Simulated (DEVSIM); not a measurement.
System: abrupt GaAs n-p junction, at 300 K.

```tsv
layer (left to right)	material	thickness (μm)	Nd (cm⁻³)	Na (cm⁻³)	τn (s)	τp (s)
1	GaAs	70.0	7.5e14	-	5.9e-9	5.9e-9
2	GaAs	31.0	-	9.4e15	5.9e-9	5.9e-9
```

Left contact: ohmic. Right contact: ohmic. Voltage is applied to the left contact. Recombination: SRH at mid-gap, radiative, Auger. Mobility is constant in doping.

Constants are typed, rounded textbook-type inputs, not results; the design itself was drawn at random and stands for no fabricated device. Values at 300 K.

```
parameter        GaAs
-------------  ------
gap (eV)        1.424
affinity (eV)    4.07
permittivity     12.9
Nc (cm⁻³)      4.7e17
Nv (cm⁻³)        9e18
μn (cm²/Vs)      8500
μp (cm²/Vs)       400
B (cm³/s)       2e-10
Cn (cm⁶/s)      1e-30
Cp (cm⁶/s)      1e-30
```

DEVSIM, 1D drift-diffusion, Boltzmann statistics, complete ionisation; no tunnelling, impact ionisation, image-force lowering or self-heating.

Question: Tabulate band edges, carrier densities and field at zero bias.

Answer: Energies count from the Fermi level of the right contact; mesh points crowd at the junctions.

| x (μm) | Ec (eV) | Ev (eV) | n (cm⁻³) | p (cm⁻³) | field (V/cm) |
|---|---|---|---|---|---|
| 0.000 | 0.167 | -1.258 | 7.5e14 | < 1e2 | ≈ 0 |
| 0.05438 | 0.167 | -1.258 | 7.5e14 | < 1e2 | ≈ 0 |
| 0.2425 | 0.167 | -1.258 | 7.5e14 | < 1e2 | ≈ 0 |
| 0.8461 | 0.167 | -1.258 | 7.5e14 | < 1e2 | ≈ 0 |
| 4.247 | 0.167 | -1.258 | 7.5e14 | < 1e2 | ≈ 0 |
| 14.50 | 0.167 | -1.258 | 7.5e14 | < 1e2 | ≈ 0 |
| 43.70 | 0.167 | -1.258 | 7.5e14 | < 1e2 | ≈ 0 |
| 64.66 | 0.167 | -1.258 | 7.5e14 | < 1e2 | ≈ 0 |
| 68.45 | 0.171 | -1.253 | 6.3e14 | < 1e2 | 280 |
| 69.54 | 0.606 | -0.818 | 3.1e7 | 160000 | 9300 |
| 69.88 | 0.985 | -0.439 | < 1e2 | 3.8e11 | 13000 |
| 70.00 | 1.138 | -0.286 | < 1e2 | 1.4e14 | 14000 |
| 70.04 | 1.192 | -0.232 | < 1e2 | 1.1e15 | 9200 |
| 70.18 | 1.244 | -0.180 | < 1e2 | 8.4e15 | 650 |
| 71.04 | 1.246 | -0.177 | < 1e2 | 9.4e15 | ≈ 0 |
| 73.45 | 1.246 | -0.177 | < 1e2 | 9.4e15 | ≈ 0 |
| 81.29 | 1.246 | -0.177 | < 1e2 | 9.4e15 | ≈ 0 |
| 94.69 | 1.246 | -0.177 | < 1e2 | 9.4e15 | ≈ 0 |
| 99.73 | 1.246 | -0.177 | < 1e2 | 9.4e15 | ≈ 0 |
| 100.6 | 1.246 | -0.177 | < 1e2 | 9.4e15 | ≈ 0 |
| 100.9 | 1.246 | -0.177 | < 1e2 | 9.4e15 | ≈ 0 |
| 101.0 | 1.246 | -0.177 | < 1e2 | 9.4e15 | ≈ 0 |
